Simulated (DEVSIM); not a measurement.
Device: Ti/SiO2/n-Si capacitor, at 400 K.

| layer (left to right) | material | thickness (nm) | Nd (cm⁻³) |
|---|---|---|---|
| 1 | SiO2 | 5.90 | - |
| 2 | Si | 410 | 2e18 |

Metal gate on the left, work function 4.33 eV. Fixed charge at the semiconductor interface 0 cm⁻² (in units of +e); interface traps 4.8e11 cm⁻² eV⁻¹, uniform in energy, neutral level at 0.5 of the gap above the valence band.

The device is made up for the run: typed textbook-type constants, with dimensions and the other settings drawn at random. Values at 300 K; Nc and Nv go as T^1.5, mobilities as T to minus their exponent, the gap by Varshni's rule with the affinity fixed.

```csv
parameter,SiO2,Si
gap (eV),9,1.124
affinity (eV),0.9,4.05
permittivity,3.9,11.7
Nc (cm⁻³),-,2.86e19
Nv (cm⁻³),-,3.1e19
Varshni α (eV/K),-,0.000473
Varshni β (K),-,636
```

DEVSIM, 1D Poisson equation in equilibrium, Boltzmann statistics, complete ionisation; no quantum confinement or tunnelling. Metal contacts follow the ideal Schottky-Mott rule: no Fermi-level pinning, no interface dipoles.

Tabulate band edges, carrier densities and field at -1.2 V on the gate.

Energies count from the Fermi level of the right contact; mesh points crowd at the junctions.

```csv
x (μm),Ec (eV),Ev (eV),n (cm⁻³),p (cm⁻³),field (V/cm)
0.000,4.630,-4.370,< 1e2,< 1e2,-1500000
0.0008035,4.506,-4.494,< 1e2,< 1e2,-1500000
0.002017,4.318,-4.682,< 1e2,< 1e2,-1500000
0.003511,4.087,-4.913,< 1e2,< 1e2,-1500000
0.005129,3.837,-5.163,< 1e2,< 1e2,-1500000
0.005940,0.566,-0.530,3.3e12,9.9e12,-510000
0.006874,0.519,-0.577,1.3e13,2.6e12,-480000
0.009380,0.408,-0.689,3.2e14,1.0e11,-410000
0.01326,0.274,-0.823,1.6e16,2.0e9,-290000
0.01985,0.148,-0.948,6.0e17,5.4e7,-100000
0.03247,0.108,-0.989,1.9e18,1.7e7,-3500
0.06495,0.107,-0.990,2.0e18,1.6e7,≈ 0
0.1115,0.107,-0.990,2.0e18,1.6e7,≈ 0
0.1941,0.107,-0.990,2.0e18,1.6e7,≈ 0
0.3155,0.107,-0.990,2.0e18,1.6e7,≈ 0
0.3598,0.107,-0.990,2.0e18,1.6e7,≈ 0
0.3848,0.107,-0.990,2.0e18,1.6e7,≈ 0
0.3995,0.107,-0.990,2.0e18,1.6e7,≈ 0
0.4090,0.107,-0.990,2.0e18,1.6e7,≈ 0
0.4125,0.107,-0.990,2.0e18,1.6e7,≈ 0
0.4146,0.107,-0.990,2.0e18,1.6e7,≈ 0
0.4159,0.107,-0.990,2.0e18,1.6e7,≈ 0
```
